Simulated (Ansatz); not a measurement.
The parent structure is AlN in the zinc blende structure (space group F-43m, No. 216).

```xyz
2
Lattice="0.0000 2.1711 2.1711 2.1711 0.0000 2.1711 2.1711 2.1711 0.0000" Properties=species:S:1:pos:R:3 pbc="T T T"
Al     0.0000     0.0000     0.0000
N      1.0856     1.0856     1.0856
```

Cartesian axes are those of the cell as printed.

The values are results of Ansatz (a quantum-chemistry and plane-wave program), LDA, PAW, cutoff 420 eV, no spin-orbit coupling, not measurements.

Strains are applied to the cell and any free atomic positions relax; under biaxial strain the out-of-plane vector relaxes too.

One change was made to it. Results:

| quantity | base | after |
|---|---|---|
| smallest direct gap | 4.39 eV | 4.54 eV |
| shortest interatomic distance | 1.880 Å | 1.860 Å |
| valence-band top at Γ (three highest levels, from the VBM) | – | 0.00, 0.00, -0.22 eV |

Question: Name the change that was made.
A. biaxial strain −0.83 %, plane normal [111], relaxed out of plane
B. biaxial strain +1.25 %, plane normal [111], relaxed out of plane
C. biaxial strain −1.67 %, plane normal [111], relaxed out of plane

Answer: C, biaxial strain −1.67 %, plane normal [111], relaxed out of plane. For comparison, the valence-band top at Γ in the other runs: biaxial strain +1.25 %, plane normal [111], relaxed out of plane gives 0.00, -0.14, -0.14 eV; biaxial strain −0.83 %, plane normal [111], relaxed out of plane gives 0.00, 0.00, -0.11 eV.

Whether these cells are dynamically stable was not tested. This is not the structure that AlN has at room temperature and ambient pressure.
